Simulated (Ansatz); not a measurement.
System: InP (model structure, P3m1, No. 156, 20 atoms in the cell). Method: PBEsol in Ansatz (PAW).

Numerical settings: plane-wave cutoff 520 eV, 12×12×1 k mesh (along the axes of the cell as run), Fermi–Dirac smearing 0.01 eV, scalar-relativistic PAW data made under PBE.

Cell (relaxed at this level):

```
CELL_PARAMETERS angstrom
      4.15334     0.00000     0.00000
     -2.07667     3.59689     0.00000
      0.00000     0.00000    33.98297
ATOMIC_POSITIONS crystal
  In 0.00000 0.00000 0.00027
  P  0.00000 0.00000 0.07514
  In 0.33333 0.66667 0.10015
  P  0.33333 0.66667 0.17504
  In 0.66667 0.33333 0.20006
  P  0.66667 0.33333 0.27496
  In 0.00000 0.00000 0.29997
  P  0.00000 0.00000 0.37487
  In 0.33333 0.66667 0.39989
  P  0.33333 0.66667 0.47479
  In 0.66667 0.33333 0.49980
  P  0.66667 0.33333 0.57467
  In 0.00000 0.00000 0.59980
  P  0.00000 0.00000 0.67488
  In 0.66667 0.33333 0.69996
  P  0.66667 0.33333 0.77501
  In 0.00000 0.00000 0.80009
  P  0.00000 0.00000 0.87514
  In 0.66667 0.33333 0.90023
  P  0.66667 0.33333 0.97530
```

Give the computed band gap.


- band gap = 0.59 eV (on the SCF k mesh)

Note: the relaxation could raise the start's symmetry but not lower it, so the cell can be a saddle point.

Spin–orbit coupling is not included.

It cost around 15 core-minutes (rough) of CPU time.

A model structure was made by putting elements into a prototype or built by hand; it is no filed structure, need not be a known phase, and can be a saddle point held by its symmetry.

Ansatz is an electronic-structure program.
